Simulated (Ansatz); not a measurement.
# AlN under a change: pressure 7.5 GPa

The parent structure is AlN in the rock salt structure (space group Fm-3m, No. 225; a = 4.045 Å; a model cell, its experimental status unchecked).

Modification: a hydrostatic pressure of 7.5 GPa.

Computed with PBEsol/PAW in Ansatz (a first-principles code), no spin-orbit coupling. Settings: 14×14×14 k-points, 0.05 eV Fermi–Dirac smearing.

* **Volume per atom**: 8.05 Å³ (base 8.27 Å³)
* **Density**: 4.23 g/cm³ (base 4.11 g/cm³)
* **Lattice parameter a**: 4.009 Å (base 4.045 Å)
* **Shortest interatomic distance**: 2.004 Å (base 2.023 Å)
* **Enthalpy H = E + PV relative to the base's energy**: +0.38 eV/atom
* **Band gap**: 4.81 eV (base 4.55 eV)
* **Gap character**: indirect, Γ → X (base indirect, Γ → X)
* **Smallest direct gap**: 6.02 eV (base 5.63 eV)
* **Mean gap deformation potential ΔEg/Δln V**: -9.7 eV
* **Electron mass**: 0.59 mₑ along k, 0.34 mₑ across (at X) (base 0.58 mₑ along k, 0.33 mₑ across (at X))
* **Hole mass (degenerate bands, along [100])**: 0.34, 0.90, 0.90 mₑ (at Γ) (base 0.33, 0.91, 0.91 mₑ (at Γ))
* **Valley order (the lowest conduction-band minima on the path, energy above the VBM, named in the base's zone)**: X along ⟨100⟩ 4.81 eV; Γ 6.02 eV; L along ⟨111⟩ 6.21 eV (base X along ⟨100⟩ 4.55 eV; Γ 5.63 eV; L along ⟨111⟩ 6.04 eV)

Cost of the whole job for the changed cell (relaxation, final SCF and bands): roughly 9 core-seconds.

Load acts through the strain it causes; cell and atoms are relaxed under it. Masses are band curvatures over ±0.01 Å⁻¹ around the edge. Along k means along the line from Γ to the band edge. Whether these cells are dynamically stable was not tested. No other phases were tried under pressure. The base started in P3_121 and relaxed to Fm-3m at this level. This is not the structure that AlN has at room temperature and ambient pressure.
